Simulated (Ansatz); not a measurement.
Base system: SiC in the zinc blende structure (space group F-43m, No. 216).

```
CELL_PARAMETERS angstrom
      0.00000     2.18988     2.18988
      2.18988     0.00000     2.18988
      2.18988     2.18988     0.00000
ATOMIC_POSITIONS crystal
  C  0.75000 0.75000 0.75000
  Si 0.00000 0.00000 0.00000
```

Level of theory: Kohn–Sham DFT with the PBE functional, run in Ansatz (a first-principles code) with PAW and 420 eV plane waves, without spin-orbit coupling.

One change was made to it. Results:

| quantity | base | after |
|---|---|---|
| smallest direct gap | 4.53 eV | 4.54 eV |
| shortest interatomic distance | 1.896 Å | 1.890 Å |
| electron mass | 0.68 mₑ along k, 0.23 mₑ across (at X) | 0.67 mₑ along k, 0.23 mₑ across (at X) |
| gap character | indirect, Γ → X | indirect, Γ → X |

Which of these changes matches the shifts?
A. pressure 22.5 GPa
B. pressure 15 GPa
C. pressure 2.1 GPa
D. pressure −1 GPa

C, pressure 2.1 GPa. For comparison, the electron mass in the other runs: pressure 22.5 GPa gives 0.65 mₑ along k, 0.22 mₑ across (at X); pressure −1 GPa gives 0.68 mₑ along k, 0.23 mₑ across (at X); pressure 15 GPa gives 0.66 mₑ along k, 0.22 mₑ across (at X).

Load acts through the strain it causes; cell and atoms are relaxed under it. Effective masses come from finite differences of ±0.01 Å⁻¹. Along k means along the line from Γ to the band edge. Whether these cells are dynamically stable was not tested. Competing high-pressure phases were not computed.
